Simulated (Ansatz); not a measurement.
Consider MoSi₂ (space group Fddd, No. 70; a = 4.571 Å, b = 7.958 Å, c = 8.727 Å; a hypothetical phase, not in the database extracts checked).

The values are results of PBEsol/PAW in Ansatz (a program for electronic structure), no spin-orbit coupling, not measurements.

Before the change:

- Pressure = 0.0 GPa

One thing is altered: every lattice vector is shortened by 3.62 %, atoms relaxed at fixed cell.

What does the calculation give for the energy relative to the base and pressure after the change?

The energy grows by 121 meV/atom; the pressure (mean of the normal stresses, compression positive) goes from zero to 31.0 GPa.

The cells carry an imposed strain or load. Stability against distortions was not tested. The final runs are not spin-polarised.
